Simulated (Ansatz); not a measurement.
# SiC, response to strain

Take SiC in the wurtzite structure (space group P6_3mc, No. 186; a = 3.0760 Å, c = 5.0478 Å) as the base. Axes: x lies along a and z along c of the hexagonal cell.

Strains are applied to the cell and any free atomic positions relax; under biaxial strain the out-of-plane vector relaxes too.

Level of theory: Kohn–Sham DFT with the PBEsol functional, run in Ansatz (an electronic-structure program) with PAW and 420 eV plane waves, without spin-orbit coupling.

Notes on the quantities. pressure: mean of the normal stresses, compression positive.

```tsv
change	out-of-plane strain	electron mass	pressure	band gap
base	–	0.26 mₑ along c, 0.43 mₑ across (at K)	0.00 GPa	2.12 eV
biaxial strain +0.60 %, plane normal [001], relaxed out of plane	(withheld)	0.26 mₑ out of plane, 0.43 mₑ in plane (at K)	-2.35 GPa	2.20 eV
biaxial strain +1.80 %, plane normal [001], relaxed out of plane	-0.37 %	0.26 mₑ out of plane, 0.44 mₑ in plane (at K)	-6.71 GPa	2.26 eV
biaxial strain +2.40 %, plane normal [001], relaxed out of plane	-0.48 %	0.26 mₑ out of plane, 0.45 mₑ in plane (at K)	-8.72 GPa	2.27 eV
biaxial strain +3.00 %, plane normal [001], relaxed out of plane	(withheld)	–	(withheld)	2.20 eV
```

Fill in the withheld entries from the trend.


- biaxial strain +0.60 %, plane normal [001], relaxed out of plane, out-of-plane strain: -0.13 %
- biaxial strain +3.00 %, plane normal [001], relaxed out of plane, out-of-plane strain: -0.59 %
- biaxial strain +3.00 %, plane normal [001], relaxed out of plane, pressure: -10.62 GPa

Masses are band curvatures over ±0.01 Å⁻¹ around the edge. Stability against distortions was not tested.
